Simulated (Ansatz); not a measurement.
# Effect of pressure −2 GPa on hypothetical diamond Ti

Consider Ti in the diamond structure (space group Fd-3m, No. 227; a = 5.5190 Å; a hypothetical phase, not in the database extracts checked).

It is then changed as follows: hydrostatic tension (pressure −2 GPa).

All numbers come from Kohn–Sham DFT with the PBEsol functional, run in Ansatz (a first-principles code) with PAW and 420 eV plane waves, no spin-orbit coupling. Settings: 15×15×15 k-points, 0.05 eV Fermi–Dirac smearing.

```csv
quantity,base,changed,shift
volume per atom,21.01 Å³,22.31 Å³,+1.30 Å³
density,3.78 g/cm³,3.56 g/cm³,-0.22 g/cm³
lattice parameter a,5.519 Å,5.631 Å,+0.112 Å
shortest interatomic distance,2.390 Å,2.438 Å,+0.048 Å
enthalpy H = E + PV relative to the base's energy,–,-0.27 eV/atom,–
band gap,zero,zero,–
```

Load acts through the strain it causes; cell and atoms are relaxed under it. Stability against distortions was not tested. The final runs are not spin-polarised. Ti has a high density of states at the Fermi level and may be magnetic at this level.
